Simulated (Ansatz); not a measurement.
## How far to go with shifted k-point meshes: CaMg (Pmm2, 4 atoms in the cell)

```
CELL_PARAMETERS angstrom
      5.69089     0.00000     0.00000
      0.00000     3.90916     0.00000
      0.00000     0.00000     5.71262
ATOMIC_POSITIONS crystal
  Ca 0.75000 0.50000 0.75418
  Ca 0.25000 0.50000 0.25457
  Mg 0.75000 0.00000 0.24229
  Mg 0.25000 0.00000 0.75771
```

Level of theory: LDA (PW92), default PAW files made with PBE (plane waves; Ansatz, an electronic-structure program).

Base settings: basis.ecutwfc = 30.9 Ry; kpoints.mp_grid.grid = 6 9 6; hamiltonian.xc = lda; hamiltonian.pseudopotentials = {kind: paw} (the program's default PAW files); scf.occupations.method = fermi_dirac; scf.occupations.width = 0.0073 Ry.

In this ladder: kpoints.mp_grid.shift = 0.5 0.5 0.5.

Only quantities that move along the ladder and can be compared are tabulated.

The count of work is k-points × plane waves × bands × iterations; it is no time. Core times come from one kind of shared machine, to one figure; runs under 30 s give none.

The starting cell comes from a database of computed structures (which also holds hypothetical and non-ambient phases and stackings), without a prior relaxation at this level. Its lattice was rescaled by up to half a per cent. One atom was moved a little off its site on purpose. Ansatz's pressure includes its estimate of the finite-basis (Pulay) stress.

Steps (kpoints.mp_grid.grid): 1 2 1; 2 2 2; 2 3 2; 3 4 3; 4 5 4; 5 7 5; 6 9 6; 8 11 8; 9 13 9; 16 22 16.

Question: What is the coarsest kpoints.mp_grid.grid that holds the forces within 0.01 eV/Å of the last step, with all finer ones?

Answer: 3 4 3, at 0.011 of the last step's count of work; the step before is off by 0.017 eV/Å.

Question: What is the coarsest kpoints.mp_grid.grid that holds the free energy within 2 meV/atom of the last step, with all finer ones?

Answer: 6 9 6, at 0.064 of the last step's count of work; the step before is off by 2.4 meV/atom.

Question: What is the coarsest kpoints.mp_grid.grid that holds the pressure within 0.05 GPa of the last step, with all finer ones?

Answer: 4 5 4, at 0.017 of the last step's count of work; the step before is off by 0.08 GPa.

```tsv
kpoints.mp_grid.grid	free energy less the last step's (meV/atom)	pressure (GPa)	largest difference of a force vector from the last step's (eV/Å)	count of work / last	core time / last (rough)
1 2 1	-630.68	-2.14	0.122	0.0017	–
2 2 2	111.43	-1.66	0.018	0.0014	–
2 3 2	-70.20	-2.61	0.017	0.0028	–
3 4 3	-10.30	-2.28	0.008	0.011	–
4 5 4	5.37	-2.33	0.004	0.017	–
5 7 5	-2.42	-2.37	0.000	0.051	–
6 9 6	1.05	-2.36	0.001	0.064	–
8 11 8	-0.14	-2.36	0.000	0.14	0.1
9 13 9	0.14	-2.36	0.000	0.25	0.3
16 22 16	0.00	-2.36	0.000	1.0	1
```

Keys are those of Ansatz 0.2.
